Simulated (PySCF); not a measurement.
PySCF 2.14.0, BP86/def2-svpd, df: W(NH)(Cl)3(OH) ([NH]=[W]([OH])([Cl])([Cl])[Cl]), 8 atoms. The geometry is a generated start, not checked to be a minimum at this level.

```
Quantity                                             Value
-------------------------  -------------------------------
task                                                energy
method                                                bp86
basis                                            def2-svpd
two-electron scheme                        density fitting
mol.max_memory                                     3000 MB
mf.max_cycle                                           100
mf.conv_tol                                1e-09 (default)
mf.grids.level                                 3 (default)
effective core potentials  those of the basis set, past Kr
basis functions                                        175
grid points                                         128552
```

```xyz
8

W      0.0136     0.0341    -0.0604
N      0.1980     0.9822    -1.5353
H      0.3133     1.5307    -2.3863
Cl    -1.8682    -1.0114    -0.7712
Cl    -0.1783     1.8514     1.2816
Cl     2.0218    -0.9961    -0.2775
O     -0.1761    -0.9486     1.4704
H     -0.3239    -1.4421     2.2787
```

Charge 0 and multiplicity 1 are set for this test and not shown to be the ground state.

With the defaults (mf.DIIS = CDIIS, mf.diis_space = 8, mf.diis = true, mf.damp = 0, mf.diis_start_cycle = 1, mf.init_guess = minao, mf.level_shift = 0, mf.diis_damp = 0) it converges in 16 Fock builds. One run each on 2 threads, 1 BLAS thread, with these changes:
- mf.diis = false
- mf.diis_space = 3
- mf.init_guess = huckel
- mf.DIIS = EDIIS
- mf.diis_damp = 0.3
- mf.level_shift = 0.1 Hartree
- mf.diis = false, mf.damp = 0.7, mf.diis_start_cycle = 999
- mf.init_guess = atom
- mf.diis_space = 12

Which of these changes keep the SCF from converging, or lead it to another solution?

No convergence: mf.DIIS = EDIIS; mf.diis_space = 3; mf.diis = false; mf.diis = false, mf.damp = 0.7, mf.diis_start_cycle = 999 (the run ends without SCF convergence in 100 cycles). The rest reach the solution of the defaults.

```tsv
setting	Fock builds	end
mf.diis_damp = 0.3	14	same solution
the defaults	16	same solution
mf.init_guess = atom	16	same solution
mf.level_shift = 0.1 Hartree	16	same solution
mf.diis_space = 12	16	same solution
mf.init_guess = huckel	23	same solution
mf.DIIS = EDIIS	101	no convergence
mf.diis_space = 3	101	no convergence
mf.diis = false	101	no convergence
mf.diis = false, mf.damp = 0.7, mf.diis_start_cycle = 999	101	no convergence
```
